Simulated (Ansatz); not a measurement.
Ge, alloy series

The parent structure is Ge in the diamond structure (space group Fd-3m, No. 227; a = 5.7622 Å).

The other end (x = 1) is Sn in the diamond structure (space group Fd-3m, No. 227): 36.85 Å³/atom, gap zero.

Sn replaces a fraction x of Ge; each row is one arrangement (x, atoms in the cell, starting space group or random), fully relaxed.

Level of theory: PBE (Ansatz, an electronic-structure program; PAW; 420 eV plane waves; spin-orbit coupling left out), earlier PAW set.

Candidates:
(a) x(Sn) = 0.375, 8 atoms, Cm
(b) x(Sn) = 0.5, 8 atoms, C2/m
(c) x(Sn) = 0.5, 6 atoms, P3m1
(d) x(Sn) = 0.5, 8 atoms, R3m

Base values:

- Volume per atom: 23.92 Å³

Task: Order them by volume per atom, highest first.

Result: (c) x(Sn) = 0.5, 6 atoms, P3m1 (30.29 Å³), (d) x(Sn) = 0.5, 8 atoms, R3m (30.22 Å³), (b) x(Sn) = 0.5, 8 atoms, C2/m (29.97 Å³), (a) x(Sn) = 0.375, 8 atoms, Cm (28.46 Å³)

These are small ordered cells, not random alloys; other orderings at the same x differ. Whether these cells are dynamically stable was not tested. The final runs are not spin-polarised. A zero or small gap of Ge and SnGe can be the functional's error rather than a property of the material.
